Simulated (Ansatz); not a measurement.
SiTe (model structure, started from the SnO type, P4/mmm, No. 123, 4 atoms in the cell), treated with LDA (plane waves, PAW; Ansatz, a program for electronic structure).

Run with plane-wave cutoff 520 eV, 12×12×10 k mesh (along the axes of the cell as run), Fermi–Dirac smearing 0.05 eV, scalar-relativistic PAW data made under PBE.

Cell (relaxed at this level):

```xyz
4
Lattice="5.6044 0.0000 0.0000 0.0000 5.6044 0.0000 0.0000 0.0000 2.9483" Properties=species:S:1:pos:R:3 pbc="T T T"
Si     0.0000     2.8022     0.0001
Si     2.8022     0.0000     2.9483
Te     2.8022     2.8022     0.0000
Te     0.0000     0.0000     0.0000
```

### Question
What does this level give for the bulk modulus?

### Answer

* **bulk modulus**: 64.2 GPa

The run finds no gap.

Note: the bulk modulus is −V dP/dV from two relaxed cells at ±2 % in volume; the relaxation could raise the start's symmetry but not lower it, so the cell can be a saddle point.

Spin–orbit coupling is not included; it can open a gap where bands touch, and shift volumes and moduli.

A model structure was made by putting elements into a prototype or built by hand; it is no filed structure, need not be a known phase, and can be a saddle point held by its symmetry.
